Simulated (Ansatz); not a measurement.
BN under load (space group F-43m), r2SCAN, rigid bands in Ansatz (an electronic-structure program). Condition of this run: hydrostatic pressure of 9 GPa (compression positive) (the target of the relaxation). Band gap 5.04 eV, N_c = 2.08e19 cm⁻³ and N_v = 8.45e19 cm⁻³ at 300 K, conductivity masses of 0.378 mₑ (electrons) and 0.673 mₑ (holes). Take k_BT = 0.02585 eV.

**Question.** A film of it is 2 nm thick. Estimate the confinement energies in an infinite well.

**Answer.** ħ²π²/(2m t²) = 0.376 eV·nm²/(m/mₑ × t²) gives 249 meV for electrons and 140 meV for holes, so the gap would widen to about 5.43 eV. Finite barriers and nonparabolic bands lower this, and with several valleys or bands the heaviest mass along the normal sets the lowest level, not this average.

**Question.** What thermal injection velocity √(2k_BT/πm) limits a ballistic channel?

**Answer.** 8.75e6 cm/s for electrons and 6.56e6 cm/s for holes, a ratio of √(m_h/m_e) = 1.33, for dilute carriers.

**Question.** Find the intrinsic carrier density and the intrinsic Fermi level.

**Answer.** n_i = √(N_c N_v) exp(−E_g/2k_BT) = 4.19e19 × exp(−97.48) = 1.9e-23 cm⁻³. The level lies (k_BT/2) ln(N_v/N_c) = 18 meV from mid-gap (positive towards the conduction band). Each 0.1 eV added to the gap lowers n_i by a factor of 6.9.

Rigid bands with the computed gap; masses take one relaxation time for all states. Spin-orbit coupling is left out. Geometry: cell and atoms relaxed with PBEsol.
